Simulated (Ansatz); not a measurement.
**TiO2 under a change: tensor shear ε_xz = +1.00 %**

The parent structure is TiO$_{2}$ in the rutile structure (space group P4_2/mnm, No. 136; a = 4.5912 Å, c = 2.9390 Å). Axes: x, y, z lie along a, b, c of the conventional cell.

It is then changed as follows: tensor shear ε_xz = +1.00 % (engineering shear γ = 0.0200), atoms relaxed at fixed cell.

The values are results of plane-wave PAW DFT at the PBEsol level (Ansatz, a quantum-chemistry and plane-wave program, 420 eV), spin-orbit coupling left out, not measurements. k-mesh 7×7×11 (Γ-centred); smearing 0.05 eV (Fermi–Dirac).

| quantity | base | changed | shift |
|---|---|---|---|
| space group | P4_2/mnm (No. 136) | P2_1/c (No. 14) | – |
| shortest interatomic distance | 1.942 Å | 1.936 Å | -0.0066 Å |
| energy relative to the base (free energy F) | 0 meV/atom | +1.6 meV/atom | +1.6 meV/atom |
| pressure (mean of the normal stresses, compression positive) | 0.00 GPa | 0.03 GPa | +0.03 GPa |
| band gap | 1.87 eV | 1.87 eV | 0.00 eV |
| gap character | direct at Γ | direct at Γ | – |
| electron mass | 0.54 mₑ along c, 1.1 mₑ across (at Γ) | 0.54 mₑ along z, 1.1 mₑ across (at Γ) | – |
| valence-band top at Γ (three highest levels, from the VBM) | 0.00, -0.45, -0.45 eV | 0.00, -0.44, -0.45 eV | – |
| stress (xx, yy, zz, yz, xz, xy; compression positive) | – | (0.04, 0.05, -0.01, 0.00, -2.40, 0.00) GPa | – |

Final structure:

```yaml
crystal:
  lattice:
    - [4.59120, 0.00000, 0.04591]
    - [0.00000, 4.59120, 0.00000]
    - [0.02939, 0.00000, 2.93905]
  atoms:
    - { symbol: Ti, position: [0.00000, 0.00000, 0.00000] }
    - { symbol: Ti, position: [0.50000, 0.50000, 0.50000] }
    - { symbol: O, position: [0.30433, 0.30454, 0.00314] }
    - { symbol: O, position: [0.80433, 0.19546, 0.50314] }
    - { symbol: O, position: [0.19567, 0.80454, 0.49686] }
    - { symbol: O, position: [0.69567, 0.69546, 0.99686] }
```

The cells carry an imposed strain or load. Masses are band curvatures over ±0.01 Å⁻¹ around the edge. Stability against distortions was not tested. The final runs are not spin-polarised. Labels are those of the standard path for the cell's own space group.
